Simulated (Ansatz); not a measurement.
Abridged Ansatz (a first-principles code) output:

```
Pseudopotential: Si, paw, valence charge 4
Pseudopotential: Ge, paw, valence charge 14
Crystal: 8 atoms, lattice volume = 170.212 Å³
Basis set: ecut = 420 eV, 3361 PW (Γ), exchange–correlation on 96×96×96 points (8 copies of the dense FFT grid, shifted against one another)
Bands: 44, of which v1, the nominal top of the filled ones, is band 36 counted from 1 (35 counted from 0)
Symmetry: 2 space group operations
k-points: 115 of 405 (time reversal used)
Functional: x = pbesol(κ = 0.804, μ = 0.12345679012345678), c = pbesol(β = 0.046)
SCF iter   1: F=—  HF=-19499.866996 eV  |F-HF|=—  |Δ(HF+E_count)|=         —  Δρ=2.74e-3  dr2=1.62e-2  ethr=1.77e-3  ⟨swp⟩=6.9  Hψ=20495  notcnv=0  defer=1
SCF iter   2: F=—  HF=-19499.861746 eV  |F-HF|=—  |Δ(HF+E_count)|=   5.25e-3  Δρ=1.74e-3  dr2=6.17e-3  ethr=2.25e-5  ⟨swp⟩=1.9  Hψ=7732  notcnv=0  defer=8
SCF 1 converged in 9 iterations: F = -19499.860772 eV  dr2 = 5.62e-10
SCF converged after 9 iterations
Free energy (F): -19499.860772 eV
Internal energy: -19499.860604 eV  (E = F + TS)
E sigma→0 (E₀):  -19499.860688 eV
Entropy (-TS):   -0.000168 eV (-0.021 meV/atom)
Fermi energy:    7.607965 eV
--- Forces (eV/Å), atoms counted from 1 ---
  atom   1  Si     0.00024831     0.00000000     0.00107262
  atom   2  Si     0.00063064     0.00000000     0.00100862
  atom   3  Si     0.00030576     0.00000000     0.00073421
  atom   4  Ge     0.00004149    -0.00000000     0.00029147
  atom   5  Ge    -0.00002241    -0.00000000    -0.00074673
  atom   6  Ge    -0.00029887    -0.00000000    -0.00090770
  atom   7  Ge    -0.00035471    -0.00000000    -0.00064142
  atom   8  Si    -0.00055034    -0.00000000    -0.00081069
--- Stress (GPa, compression-positive) ---
        0.005086      -0.000000      -0.002139
       -0.000000      -0.003594       0.000000
       -0.002139       0.000000       0.002042
  P = ⅓ Tr σ = 0.0012 GPa (0.012 kbar)
```

Q: What was computed, and what are the main results?

A: SiGe, 8 atoms in the cell, with Kohn–Sham DFT with the PBEsol functional, run in Ansatz with PAW and 420 eV plane waves, no spin-orbit coupling. The last SCF converged to F = -19499.860772 eV, or -2437.4826 eV per atom, at a pressure of 0.00 GPa. The total energy compares only with runs of the same code, potentials and settings.

These are small ordered cells, not random alloys; other orderings at the same x differ. Stability against distortions was not tested. The cell was made from Si by this change: x(Ge) = 0.5, 8 atoms, Cm.
